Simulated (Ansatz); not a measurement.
# ZnS: carrier doping

The parent structure is ZnS in the zinc blende structure (space group F-43m, No. 216).

```xyz
2
Lattice="0.0000 2.7217 2.7217 2.7217 0.0000 2.7217 2.7217 2.7217 0.0000" Properties=species:S:1:pos:R:3 pbc="T T T"
S      4.0826     4.0826     4.0826
Zn     0.0000     0.0000     0.0000
```

Carriers are added at fixed cell with a uniform background; the Fermi–Dirac width is that of 300 K.

Level of theory: Ansatz (an electronic-structure program) PBE, no spin-orbit coupling.

Notes on the quantities. Fermi level from band edge: Fermi level relative to the doped band's edge (positive inside the band; to 0.05 eV).

| case | gap between the host's bands | Fermi level from band edge |
|---|---|---|
| undoped | 2.02 eV | – |
| electrons 7.0×10^20 cm⁻³ | … | +1.00 eV |
| electrons 1.5×10^21 cm⁻³ | 1.98 eV | +1.30 eV |
| electrons 5.0×10^21 cm⁻³ | 1.92 eV | +1.60 eV |
| electrons 7.0×10^21 cm⁻³ | 1.88 eV | +1.75 eV |
| holes 7.0×10^20 cm⁻³ | 2.04 eV | +0.10 eV |
| holes 1.5×10^21 cm⁻³ | … | +0.20 eV |
| holes 5.0×10^21 cm⁻³ | … | +0.40 eV |
| holes 7.0×10^21 cm⁻³ | 2.22 eV | … |

**Question.** Fill in the withheld entries from the trend.

**Answer.** 
- electrons 7.0×10^20 cm⁻³, gap between the host's bands: 2.00 eV
- holes 1.5×10^21 cm⁻³, gap between the host's bands: 2.06 eV
- holes 5.0×10^21 cm⁻³, gap between the host's bands: 2.16 eV
- holes 7.0×10^21 cm⁻³, Fermi level from band edge: +0.50 eV

Charged cell with a jellium background: band edges are those of the host's band count, energies are not comparable with the neutral cell, and many-body gap narrowing is missing. Stability against distortions was not tested.
